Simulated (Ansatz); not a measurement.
## Migration barriers: Cu vacancy in fcc Cu, neutral cell

Consider Cu vacancy in fcc Cu, neutral cell. All values below come from PBE, PAW (plane waves to 420 eV; Ansatz, a program for electronic structure).

Settings: 32 host sites, the relaxed PBE lattice, a 3×3×3 k-point mesh shifted by half a step, smearing 0.10 eV, spin-restricted, no image-charge correction. Energies are static. Forms of the defect that were not tried may lie lower.

Barriers: single points on a 5×5×5 k-point mesh shifted by half a step at the bands' geometries.

| Route | Start site over the lowest site run (eV) | Hop (Å) | Forward barrier (eV) | Backward barrier (eV) | Neighbours at the start | Neighbours at the saddle | Saddle order | Forward, on the band's own sampling (eV) |
|---|---|---|---|---|---|---|---|---|
| a nearby Cu atom hops onto the vacant site | 0.00 | 2.51 | 0.75 | 0.75 | 4 Cu at 2.54, 2 Cu at 2.57, 4 Cu at 2.58, Cu at 2.59 Å | 4 Cu at 2.37, 4 Cu at 2.80 Å | not checked, on a symmetry element | 0.76 |

Paths come from nudged elastic bands with a climbing image.  A band can be held on a symmetry element, so unchecked saddle points there may be too high.

The whole set of runs took around 2.5 core-hours (rough).
